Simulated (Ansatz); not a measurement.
The reference is Sc in the hcp (Mg type) structure (space group P6_3/mmc, No. 194; a = 3.275 Å, c = 5.105 Å; relaxed with 0.1 eV smearing). Axes: x lies along a and z along c of the hexagonal cell.

Level of theory: PBEsol (Ansatz, an electronic-structure program; PAW; 420 eV plane waves; no spin-orbit coupling).

One thing is altered: the cell is stretched by 2.50 % along z with no lateral relaxation; the atoms relax in the strained cell.

**Question.** Predict the new stress.

**Answer.** The stress (xx, yy, zz, yz, xz, xy; compression positive) comes out as (-0.7, -0.7, -2.4, 0.0, 0.0, 0.0) GPa.

Whether these cells are dynamically stable was not tested. All final runs are without spin polarisation.
